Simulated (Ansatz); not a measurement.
## GaSb, thickness series

Base system: GaSb in the zinc blende structure (space group F-43m, No. 216).

```
GaSb
1.0
    0.00000     3.05574     3.05574
    3.05574     0.00000     3.05574
    3.05574     3.05574     0.00000
Sb Ga
1 1
Direct
  0.75000   0.75000   0.75000
  0.00000   0.00000   0.00000
```

Cartesian axes are those of the cell as printed.

Free-standing slabs (2 atom(s) a layer) normal to [110] with 15 Å of vacuum; in-plane cell held at bulk.

Level of theory: PBEsol, PAW, 420 eV (Ansatz, an electronic-structure program; no SOC).

Notes on the quantities. layer's space group: with vacuum; excess energy per area of both faces: slab less bulk energy over the cell's area: twice a surface energy; uncertain by up to 0.08 J/m².

| change | thickness between the outermost nuclei | layer's space group | excess energy per area of both faces | shortest interatomic distance | band gap |
|---|---|---|---|---|---|
| base | – | – | – | 2.646 Å | zero |
| 1 layer | – | Pmm2 (No. 25) | – | 2.505 Å | zero |
| 2 layers | 2.75 Å | Pmn2_1 (No. 31) | 0.94 J/m² | 2.605 Å | 0.91 eV |
| 3 layers | 4.84 Å | Pmm2 (No. 25) | 1.17 J/m² | 2.636 Å | zero |
| 4 layers | 7.07 Å | Pmn2_1 (No. 31) | 1.11 J/m² | 2.625 Å | 0.50 eV |
| 5 layers | 9.16 Å | Pmm2 (No. 25) | 1.1 J/m² | 2.615 Å | 0.43 eV |
| 6 layers | 11.36 Å | Pmn2_1 (No. 31) | 1.1 J/m² | 2.622 Å | 0.43 eV |
| 7 layers | 13.49 Å | Pmm2 (No. 25) | 1.1 J/m² | 2.618 Å | 0.29 eV |

Slab and bulk use different k-meshes, which limits the precision of the excess energy. Spin-orbit coupling, missing from the scalar runs, can matter with Sb. Stability against distortions was not tested. All final runs are without spin polarisation. A zero or small gap of GaSb can be the functional's error rather than a property of the material.
